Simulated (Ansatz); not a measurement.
The parent structure is La₂O₃ (space group P-3m1, No. 164).

```xyz
5
Lattice="3.9404 0.0000 0.0000 -1.9702 3.4125 0.0000 0.0000 0.0000 6.1883" Properties=species:S:1:pos:R:3 pbc="T T T"
La     0.0000     2.2750     1.5309
La     1.9702     1.1375     4.6574
O      0.0000     0.0000     0.0000
O      0.0000     2.2750     3.9933
O      1.9702     1.1375     2.1950
```

Levels (all Ansatz, a program for electronic structure, PAW, earlier PAW set): PBE (420 eV, scalar-relativistic without spin-orbit coupling); HSE06 (420 eV, no spin-orbit coupling).

Its gap is 3.83 eV with PBE and 5.29 eV with HSE06.

Modification: every lattice vector is shortened by 5.06 %, atoms relaxed at fixed cell.

With PBE the gap becomes 3.70 eV.

If the HSE06 correction stayed the same, what would the HSE06 gap be, and what does the HSE06 run give?

A rigid correction of +1.46 eV gives 5.16 eV. The HSE06 run gives 5.22 eV, so the correction itself changes by +0.06 eV.

Single points use the geometry relaxed with PBE. The hybrid gap comes from the SCF mesh plus the semilocal run's edge points and a few special points and is an upper bound. The cells carry an imposed strain or load. No phonon test of stability was made.
